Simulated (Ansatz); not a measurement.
The reference is MoP (space group P-6m2, No. 187; a = 3.2077 Å, c = 3.1729 Å; relaxed with 0.1 eV smearing). Axes: x lies along a and z along c of the hexagonal cell.

Calculations: PBEsol (Ansatz, a program for electronic structure), no SOC, earlier PAW set.

For the base:

The pressure is 0.0 GPa.

The change: uniaxial strain ε_zz = +2.13 %, all other strain components held at zero, atoms relaxed at fixed cell.

Task: Predict the new pressure and energy relative to the base.

Result: The pressure (mean of the normal stresses, compression positive) goes from zero to -5.6 GPa; the energy goes up by 9.9 meV/atom.

Stability against distortions was not tested. All final runs are without spin polarisation. An odd electron count without spin: MoP.
